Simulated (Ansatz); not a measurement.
We consider TiAl₃ (I4/mmm, No. 139), described by r²SCAN+rVV10 in Ansatz (PAW).

Settings: plane-wave cutoff 560 eV, 20×20×20 k mesh, Fermi–Dirac smearing 0.05 eV, no spin polarisation, scalar-relativistic PAW data made under PBE.

The volume scan:

| V (Å³/atom) | E − E_lowest (meV/atom) | P (GPa) |
|---|---|---|
| 14.959 | 9.68 | 5.15 |
| 15.270 | 2.33 | 2.45 |
| 15.582 | 0.00 | -0.01 |
| 15.894 | 2.21 | -2.22 |
| 16.205 | 8.52 | -4.23 |

Problem. Estimate the bulk modulus from the pressures at 15.270 and 15.894 Å³/atom, and compare it with a fit to all energies.

Solution. B = −V dP/dV. Between V = 15.270 and 15.894 Å³/atom, dP/dV = (-2.22 − (2.45))/(15.894 − 15.270) = -7.48 GPa per Å³/atom; at the midpoint 15.582 Å³/atom this gives B ≈ 117 GPa. The third-order Birch–Murnaghan fit gives V0 = 15.581 Å³/atom, B0 = 117 GPa, B′ = 4.0, which lies within 1 % of that estimate.

Shape and atoms are relaxed at each volume.

Measured, for comparison: equilibrium volume per atom 15.93 Å³/atom (temperature not stated, not corrected to a static lattice; as tabulated in P. Norby and A. Norlund Christensen, Acta Chemica Scandinavica A40, 157 (1986)). Computed less measured: equilibrium volume per atom -2.2 %.

The computed numbers hold no vibrational or temperature effects.

Ansatz is an electronic-structure program.
